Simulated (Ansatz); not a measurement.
**CdS, response to strain**

Base system: CdS in the wurtzite structure (space group P6_3mc, No. 186).

```
CdS
1.0
    4.19625     0.00000     0.00000
   -2.09812     3.63406     0.00000
    0.00000     0.00000     6.82952
Cd S
2 2
Direct
  0.66667   0.33333   0.49977
  0.33333   0.66667   0.99977
  0.66667   0.33333   0.12323
  0.33333   0.66667   0.62323
```

Strains are applied to the cell and any free atomic positions relax.

Level of theory: Ansatz (an electronic-structure program), PBE, PAW, cutoff 420 eV, without spin-orbit coupling.

Notes on the quantities. pressure: mean of the normal stresses, compression positive.

```json
[
 {"isotropic strain (%)": "0", "pressure (GPa)": "0.0"},
 {"isotropic strain (%)": "0.6", "pressure (GPa)": "-0.9"},
 {"isotropic strain (%)": "1.2", "pressure (GPa)": "-1.8"},
 {"isotropic strain (%)": "1.8", "pressure (GPa)": "?"},
 {"isotropic strain (%)": "2.4", "pressure (GPa)": "-3.2"},
 {"isotropic strain (%)": "3", "pressure (GPa)": "-3.9"}
]
```

**Question.** Fit P = P₀ − Bδ + Cδ² with δ = (1 + ε)³ − 1 to the rows shown and predict the withheld row.

**Answer.** Least squares on the printed values gives P₀ = 0.0 GPa, B = 52.4 GPa (at held cell shape), C = 114 GPa (largest residual 0.0 GPa); this predicts -2.5 GPa, and the run gives -2.5 GPa, in agreement.

No phonon test of stability was made.
